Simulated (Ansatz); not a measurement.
The parent structure is Zr in the hcp (Mg type) structure (space group P6_3/mmc, No. 194; a = 3.1438 Å, c = 5.0928 Å; relaxed with 0.1 eV smearing). Axes: x lies along a and z along c of the hexagonal cell.

Calculations: Kohn–Sham DFT with the LDA functional, run in Ansatz (a program for electronic structure) with PAW and 420 eV plane waves, scalar-relativistic without spin-orbit coupling.

Now apply this change: compressive biaxial strain of 2.00 % in the plane normal to [001], as in epitaxy on a mismatched substrate; the out-of-plane cell vector and the atoms relax.

Question: How does this affect the out-of-plane strain?

Answer: The out-of-plane strain amounts to +2.04 %.

Question: Predict the new in-plane stress.

Answer: The mean in-plane stress (compression positive) is +2.7 GPa.

No phonon test of stability was made. The final runs are not spin-polarised.
